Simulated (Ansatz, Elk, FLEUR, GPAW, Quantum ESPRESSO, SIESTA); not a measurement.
# Code comparison for Fe2Si (I4/mmm, 3 atoms in the cell)

Self-consistent single point.

```
CELL_PARAMETERS angstrom
     -1.33414     1.33414     4.40849
      1.33414    -1.33414     4.40849
      1.33414     1.33414    -4.40849
ATOMIC_POSITIONS crystal
  Fe 0.33963 0.33963 0.00000
  Fe 0.66037 0.66037 0.00000
  Si 0.00000 0.00000 0.00000
```
Moments meant for the start (each program seeds them in its own way; μB, in the order of the atoms Fe Fe Si): 4.0 4.0 0.0.

All programs got the same cell, k-point mesh and kind of occupations, and the same starting moments (in Ansatz's words: kpoints.mp_grid.grid = 9 9 9; magnetization.spin_polarized = true; scf.occupations.method = fermi_dirac; scf.occupations.width = 0.01 Ry); potentials, basis and cutoffs are each program's usual ones.

```tsv
code	model	pressure (GPa)	largest force (eV/Å)	size of the net moment (μB/atom)	k-points	cutoff
Ansatz	LDA (PW92), PAW files made with PBE	-9.66	0.024	0.62	75	default
SIESTA	LDA PW92, numerical atomic orbitals DZP, PseudoDojo LDA standard norm-conserving potentials (rewritten from UPF to PSML)	-11.46	0.270	0.67	365	grid 350 Ry
GPAW	LDA (Perdew-Wang 92), GPAW PAW datasets LDA (gpaw-data 1.0.1)	-8.08	0.018	0.62	75	850 eV
Elk	LDA (PW92), all-electron FP-LAPW, Elk's shipped species files, default APW+lo basis	–	–	0.00	75	rgkmax 7
FLEUR	LDA (Perdew-Zunger), all-electron FLAPW (FLEUR), scalar-relativistic valence	–	0.129	0.56	75	Kmax 3.6 1/bohr
Quantum ESPRESSO	LDA (PZ), PSlibrary PAW (LDA) pseudopotentials	-9.42	0.053	0.56	75	55 Ry
```

A dash marks a value that a program does not give, or that is left out as unsure.

The net moments differ, which can mean other magnetic states; other values may part for that reason too.

The spread over the programs that give each value: pressure within 3.38 GPa; largest force within 0.252 eV/Å; size of the net moment within 0.67 μB/atom.

The starting cell comes from a database of computed structures (which also holds hypothetical and non-ambient phases and stackings), without a prior relaxation at this level. Its lattice was rescaled by a random factor within 2.5 % of one. On Ansatz's run: The moments shrank to a small part of their start, a low-spin state that need not be the lowest. In the base run, with a pressure of about -10 GPa the cell is away from its equilibrium volume at this level.

Question: Why do the programs differ, and what cannot be compared?

Answer: Differences of this kind can come from the potentials, where these differ, and from what each basis and cutoff leave unconverged. The valence holds different numbers of electrons (Ansatz (a quantum-chemistry and plane-wave program) 36, SIESTA 36, GPAW 20, FLEUR 36, Quantum ESPRESSO 20). The zero of total energies and Fermi levels follows the potentials and each program's conventions, so they are not compared here. SIESTA uses small atom-centred bases, whose incompleteness enters pressures, forces and empty levels differently from a plane-wave cutoff. Elk and FLEUR treat all electrons, but the usual bases taken here (sphere radii, linearisation, local orbitals, empty states) were not tested for convergence, so the values are no reference for the others. Ansatz's pressure is given at a fixed set of plane waves, as the other plane-wave codes print theirs; with its correction for the finite basis it is -9.56 GPa. Ansatz's smearing width was typed in Ry to four decimals, so it matches the others to a few per cent. The same LDA comes in different parametrisations, which differ slightly. Site moments depend on each program's spheres or projections; the total moment of the cell does not. The programs reduce the same mesh by symmetry to different extents, which changes the work and not the result. In the pressure, SIESTA (by 2.04) and GPAW (by 1.34) lie more than 1 GPa from the median of the plane-wave programs. In the force vectors, SIESTA (by 0.293) and FLEUR (by 0.106) lie more than 0.08 eV/Å from the median of the plane-wave programs.

Left out of this page: ABINIT (stopped by limits of time or memory).

Keys are those of Ansatz 0.2.
